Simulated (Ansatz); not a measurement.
The starting structures come from a database of crystals and need not be the phases stable at ambient conditions.

# Evanescent states of TlBiS₂ (R-3m, not sure to be the ambient phase, 4 atoms a cell, 26.6 Å³ an atom) along the normal of (110)

Computed with PBEsol (plane waves, PAW; Ansatz, an electronic-structure program).

The gap is the functional's own, uncorrected, and κ follows it; spin-orbit coupling is left out. Mid-gap values are interpolated between the computed energies.

Energies count from the valence-band top; κ is the least over a 6×4 mesh across the current.

```
E (eV)  κ (1/Å)  where
------  -------  -----
0.03      0.034      Γ
0.07      0.057      Γ
0.12      0.069      Γ
0.17      0.056      Γ
0.23      0.037      Γ
```

How thick must the barrier be to attenuate the transmission by 10^6 when the electrodes' Fermi level lies at 0.07 eV, and what attenuation does that film give at 0.17 eV?

d = 6 ln 10 / (2 × 0.057) = 121.2 Å. At 0.17 eV it gives 6 × 0.056/0.057 = 5.9 decades.
